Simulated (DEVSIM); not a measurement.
System: Co/Si3N4/p-Si capacitor, at 250 K.

```tsv
layer (left to right)	material	thickness (nm)	Na (cm⁻³)
1	Si3N4	9.70	-
2	Si	360	2.6e18
```

Metal gate on the left, work function 5 eV. Fixed charge at the semiconductor interface 7.2e11 cm⁻² (in units of +e); no interface traps.

This is a model device: material constants are rounded textbook-type values typed into the input, and sizes, dopings and lifetimes were drawn at random. Values at 300 K; Nc and Nv go as T^1.5, mobilities as T to minus their exponent, the gap by Varshni's rule with the affinity fixed.

```csv
parameter,Si3N4,Si
gap (eV),5.1,1.124
affinity (eV),2.1,4.05
permittivity,7.5,11.7
Nc (cm⁻³),-,2.86e19
Nv (cm⁻³),-,3.1e19
Varshni α (eV/K),-,0.000473
Varshni β (K),-,636
```

Model (solved in DEVSIM): 1D Poisson equation in equilibrium, Boltzmann statistics, complete ionisation; no quantum confinement or tunnelling. Metal contacts follow the ideal Schottky-Mott rule: no Fermi-level pinning, no interface dipoles.

The gate work function was swept, all else fixed.

| gate work function (eV) | flat-band voltage (V) |
|---|---|
| 4.7 | -0.61 |
| 4.85 | -0.46 |
| 5 | -0.31 |
| 5.15 | -0.16 |
| 5.3 | -0.01 |

From the first row to the last the flat-band voltage goes from -0.61 to -0.01.
